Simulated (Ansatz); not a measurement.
Response to strain in Lu

Consider Lu in the hcp (Mg type) structure (space group P6_3/mmc, No. 194; relaxed with 0.1 eV smearing).

```xyz
2
Lattice="3.5062 0.0000 0.0000 -1.7531 3.0364 0.0000 0.0000 0.0000 5.4820" Properties=species:S:1:pos:R:3 pbc="T T T"
Lu     1.7531     1.0121     4.1115
Lu     0.0000     2.0243     1.3705
```

Strains are applied to the cell and any free atomic positions relax.

The values are results of Ansatz (a first-principles code) PBE, without spin-orbit coupling, not measurements.

Candidates:
(a) isotropic strain −1.50 %
(b) isotropic strain +1.50 %
(c) isotropic strain +2.50 %
(d) isotropic strain +3.00 %
(e) isotropic strain −2.50 %

Notes on the quantities. energy relative to the base: free energy F.

Task: Order them by energy relative to the base, lowest first.

Result: (b) isotropic strain +1.50 % (+8.2 meV/atom), (a) isotropic strain −1.50 % (+8.8 meV/atom), (c) isotropic strain +2.50 % (+22 meV/atom), (e) isotropic strain −2.50 % (+25 meV/atom), (d) isotropic strain +3.00 % (+31 meV/atom)

Stability against distortions was not tested.
